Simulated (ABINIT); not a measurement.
A working ABINIT input for Ga2Ag2TeSe3 (C2, 8 atoms in the cell) (DFT, PBEsol, plane waves, PAW (JTH v2.0 PBE PAW, files made for PBE)):

```
# Ga2Ag2TeSe3, JTH v2.0 PBE PAW
pp_dirpath "./"
pseudos "Ga.GGA_PBE-JTH.xml, Ag.GGA_PBE-JTH.xml, Te.GGA_PBE-JTH.xml, Se.GGA_PBE-JTH.xml"
acell 3*1.0 Angstrom
rprim
         6.4821700000   -3.0606100000    0.0000000000
         6.4821700000    3.0606100000   -0.0000000000
        -2.8549880000   -0.0000000000    5.4770500000
natom 8
ntypat 4
znucl 31 47 52 34
typat 1 1 2 2 3 4 4 4
xred
         0.2543200000    0.4867800000    0.6102300000
         0.5132200000    0.7456800000    0.3897700000
         0.7381200000    0.0056200000    0.1292500000
         0.9943800000    0.2618800000    0.8707500000
         0.1468900000    0.8531100000    0.0000000000
         0.5998900000    0.4001100000    0.5000000000
         0.8765900000    0.6234100000    0.2800400000
         0.3765900000    0.1234100000    0.7199600000
ecut 20
pawecutdg 40
pawxcdev 0
ixc -116133
occopt 7
tsmear 0.00073499
nband 46
kptopt 1
ngkpt 4 4 4
nshiftk 1
shiftk 0 0 0
nstep 80
toldfe 1.0e-09
prtwf 0
prtden 0
```

The run converged in 13 iterations: free energy E − TS -7395.19 eV; top of the valence band (on the code's own zero) -0.60 eV; gap on the k-point mesh 0.12 eV; pressure -2.69 GPa; largest force (vector length) 0.140 eV/Å. Each of these slips is then made, one at a time:

(1)
```diff
-natom 8
+natom 7
```

(2)
```diff
-tsmear 0.00073499
+tsmear 0.02
```

### Question
How does each altered input end?

### Answer

(1) An atom count that does not match the list of atoms. The run converged in 13 iterations without an error; against the sound input the pressure goes from -2.69 to -2.20 GPa, the largest force goes from 0.140 to 0.708 eV/Å and the gap on the mesh goes from 0.121 to 0.079 eV.

(2) An energy in the wrong unit. The run converged in 13 iterations without an error; against the sound input the free energy drops by 2.3 meV/atom, the pressure hardly changes (-2.69 to -2.61 GPa) and the largest force goes from 0.140 to 0.150 eV/Å.

The starting cell comes from a database of computed structures (which also holds hypothetical and non-ambient phases and stackings), without a prior relaxation at this level. Spin-orbit coupling is off. The potentials were made for another functional than the one used.

Left out of this page: 3 runs of the series outside the window shown, repeating another row's setting, or not comparable.
